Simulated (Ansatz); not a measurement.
Structures of equal composition on the (0001) surface of 4H silicon carbide (Si plane on top): (√3x√3)R30° Al adatom at H3; (√3x√3)R30° Al adatom at T4. The slabs share one bottom face, and each structure is named by its start. These are constructed structures in small cells; real faces may alloy, dewet or reconstruct in larger ones, and not all known structures of the face are among them. Slabs of about 10 Å with all that they carry, Fermi-Dirac smearing of 0.025 eV. Bottom of the slabs: H caps. Relaxed from the named starts with such symmetry as they have, on meshes of like density; energies extrapolated to zero smearing; no spin-orbit coupling, no U. Spin-polarised runs, if any, are marked in brackets, and their order is one that fits the cell; the others ran without spin. Where a second, spin-polarised start was run, the lower counts.

Host crystal: 4H silicon carbide, with a band gap (PBE, scalar-relativistic without spin-orbit coupling).

The numbers are results of r2SCAN, at the PBE geometry (plane waves to 500 eV, PAW; Ansatz, a first-principles code), not measurements.

Problem. Put the candidates in order of energy per 1x1 cell, lowest first, for r2SCAN, at the PBE geometry.

Solution. (√3x√3)R30° Al adatom at T4 (0.000 eV, gap 2.05 eV on the mesh), (√3x√3)R30° Al adatom at H3 (0.240 eV, gap 1.52 eV on the mesh)
